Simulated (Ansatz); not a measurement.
What strain tensor (xx, yy, zz, yz, xz, xy) = (−0.60, +1.69, +0.95, +0.65, +1.35, +1.82) % does to hypothetical P4_2/mnm WTe2

Base system: WTe$_{2}$ (space group P4_2/mnm, No. 136; a = 6.596 Å, c = 3.577 Å; a hypothetical phase, not in the database extracts checked). Axes: x, y, z lie along a, b, c of the conventional cell.

It is then changed as follows: strain tensor (xx, yy, zz, yz, xz, xy) = (−0.60, +1.69, +0.95, +0.65, +1.35, +1.82) %, atoms relaxed at fixed cell.

Calculations: Ansatz (an electronic-structure program), PBEsol, PAW, cutoff 420 eV, without spin-orbit coupling, earlier PAW set. k-mesh 7×7×13 (Γ-centred); smearing 0.05 eV (Fermi–Dirac).

- Space group: P-1 (No. 2) (base P4_2/mnm (No. 136))
- Energy relative to the base (free energy F): -56 meV/atom
- Band gap: zero (base zero)
- Largest internal atomic displacement: 0.600 Å
- Stress (xx, yy, zz, yz, xz, xy; compression positive): (-11.5, -4.4, -7.3, -0.6, -1.5, -3.1) GPa (rough)

Without a gap, meshes like the base's 7×7×13 leave anisotropic stresses uncertain by several tenths of a GPa, and small strain energies with them. Stability against distortions was not tested. The final runs are not spin-polarised. Under strain tensor (xx, yy, zz, yz, xz, xy) = (−0.60, +1.69, +0.95, +0.65, +1.35, +1.82) % the cell ends below the base's energy or with stress of the wrong sign: the atoms slid into a distortion or the cell is elastically unstable, so the base is not a stable minimum at this level. WTe2 has a high density of states at the Fermi level and may be magnetic at this level.
